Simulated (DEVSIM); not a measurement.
Device: Mo/SiO2/p-Si capacitor, at 300 K.

Layer 1 from the left is SiO2, thickness (nm) 2.30. Layer 2 from the left is Si, thickness (nm) 1700, Na (cm⁻³) 1.1e17.

Metal gate on the left, work function 4.6 eV. Fixed charge at the semiconductor interface 9.7e10 cm⁻² (in units of +e); no interface traps.

Constants are typed, rounded textbook-type inputs, not results; the design itself was drawn at random and stands for no fabricated device. Values at 300 K.

SiO2: gap (eV) 9, affinity (eV) 0.9, permittivity 3.9. Si: gap (eV) 1.124, affinity (eV) 4.05, permittivity 11.7, Nc (cm⁻³) 2.86e19, Nv (cm⁻³) 3.1e19.

Estimate by hand the flat-band voltage, the threshold voltage, and compare with a numerical solution.


- Flat-band voltage: C = 1.50 μF/cm², work-function difference -0.428 V; VFB = φms − qNf/C = -0.44 V; numerical -0.44 V.
- Threshold voltage: φF = 0.417 V, depletion charge √(4εqNφF) = 1.75e-7 C/cm²; VT = VFB + 2φF + Qd/C = 0.51 V; numerical 0.51 V.

Model (solved in DEVSIM): 1D Poisson equation in equilibrium, Boltzmann statistics, complete ionisation; no quantum confinement or tunnelling. Metal contacts follow the ideal Schottky-Mott rule: no Fermi-level pinning, no interface dipoles.
